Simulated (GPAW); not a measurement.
A self-consistent single point of Hf₂CuSb₃ (P-4m2, 6 atoms in the cell) with GPAW.

Level of theory: PBEsol, GPAW PAW datasets PBEsol (made by gpaw-setup) (plane waves; GPAW).

```yaml
crystal:
  lattice:
    - [3.92160, 0.00000, 0.00000]
    - [0.00000, 3.92160, 0.00000]
    - [0.00000, 0.00000, 8.59470]
  atoms:
    - { symbol: Sb, position: [0.50000, 0.50000, 0.00000] }
    - { symbol: Cu, position: [0.00000, 0.00000, 0.00000] }
    - { symbol: Hf, position: [0.00000, 0.50000, 0.73400] }
    - { symbol: Hf, position: [0.50000, 0.00000, 0.26600] }
    - { symbol: Sb, position: [0.00000, 0.50000, 0.38200] }
    - { symbol: Sb, position: [0.50000, 0.00000, 0.61800] }
```

Reference input (self-consistent single point, DFT PBEsol, plane waves, GPAW PAW datasets PBEsol (made by gpaw-setup)): mode = pw; ecut = 850 eV; xc = PBEsol; kpts = 5 5 3; mesh shift (steps) = 0 0 0; occupations.name = methfessel-paxton; occupations.width = 0.1 eV; occupations.order = 0; nbands = -12; convergence.density = 1e-05 e/electron; symmetry.symmorphic = false; symmetry.tolerance = 0.0005. This run's input differs from it in these lines:

```diff
@@ -18,4 +18,4 @@
             xc='PBEsol',
-            kpts=(5, 5, 3),
-            occupations={'name': 'methfessel-paxton', 'width': 0.1, 'order': 0},
+            kpts={'size': (6, 6, 3), 'gamma': True},
+            occupations={'name': 'methfessel-paxton', 'width': 0.3, 'order': 0},
             nbands=-12,
```

Output (repeated stretches shortened):

```
     iter     time        total  log10-change:
                         energy   eigst   dens
iter:   1 --:--:--   -39.403638
iter:   2 --:--:--   -37.752233   -0.38  -1.44
iter:   3 --:--:--   -37.635643   -1.20  -1.51
iter:   4 --:--:--   -37.528532   -1.11  -1.54
iter:   5 --:--:--   -37.417726   -2.23  -1.81
   [... 2 lines left out ...]
iter:   8 --:--:--   -37.564220   -2.79  -2.15
iter:   9 --:--:--   -37.462171   -3.03  -2.23
iter:  10 --:--:--   -37.334552   -2.06  -2.35
iter:  11 --:--:--   -37.333001   -3.13  -2.78
iter:  12 --:--:--   -37.333193c  -4.32  -2.96
iter:  13 --:--:--   -37.332483c  -4.97  -3.04
   [... lines left out ...]
iter:  15 --:--:--   -37.331505c  -4.53  -3.11
iter:  16 --:--:--   -37.331253c  -5.03  -3.15
   [... 2 lines left out ...]
iter:  19 --:--:--   -37.331028c  -5.82  -3.81
iter:  20 --:--:--   -37.330956c  -5.74  -3.85
iter:  21 --:--:--   -37.330971c  -6.59  -4.10
iter:  22 --:--:--   -37.330992c  -6.82  -4.28
iter:  23 --:--:--   -37.330985c  -7.79c -4.53
iter:  24 --:--:--   -37.330979c  -8.16c -4.56
iter:  25 --:--:--   -37.330977c  -8.24c -4.59
iter:  26 --:--:--   -37.330975c  -7.24  -4.64
iter:  27 --:--:--   -37.330977c  -8.65c -4.81
iter:  28 --:--:--   -37.330970c  -7.47c -4.87
iter:  29 --:--:--   -37.330969c  -8.86c -5.26c
Converged after 29 iterations.

Dipole moment: (-0.000000, -0.000000, -0.000000) |e|*Ang

Energy contributions relative to reference atoms: (reference = -1393123.581511)

Kinetic:        -18.131211
Potential:      +13.789374
External:        +0.000000
XC:             -32.480313
Entropy (-ST):   -0.152754
Local:           -0.432442
SIC:             +0.000000
--------------------------
Free energy:    -37.407346
Extrapolated:   -37.330969

Showing only first 2 kpts
 Kpt  Band  Eigenvalues  Occupancy
  0    38      7.76398    1.99999
  0    39      9.59500    0.00003
  0    40      9.59500    0.00003
  0    41      9.65498    0.00001

  1    38      7.72653    2.00000
  1    39      8.80628    0.63076
  1    40      9.72215    0.00000
  1    41      9.72215    0.00000

Fermi level: 8.70432

No gap
   [... lines left out ...]
  0 Sb    0.00000    0.00000    0.00000
  1 Cu    0.00000    0.00000    0.00000
  2 Hf   -0.00000    0.00000    0.37478
  3 Hf    0.00000    0.00000   -0.37478
  4 Sb    0.00000    0.00000   -0.20947
  5 Sb    0.00000    0.00000    0.20947

Stress tensor:
     0.030640     0.000000     0.000000
     0.000000     0.030640     0.000000
     0.000000     0.000000     0.023609
Stress (GPa, Voigt): [4.909  4.909  3.7825 0.     0.     0.    ]
```

The run converged in 29 iterations. GPAW prints stress with tension positive. Against the reference run the free energy drops by 8.4 meV/atom, the pressure moves little (-4.55 to -4.53 GPa) and the largest force goes from 0.322 to 0.375 eV/Å.

The starting cell comes from a database of published, mostly measured structures (it also holds non-ambient and calculated ones), without a prior relaxation at this level. Spin polarisation is off. With a pressure of about -5 GPa the cell is away from its equilibrium volume at this level.

Cost on one core of a shared machine: roughly 5 min.
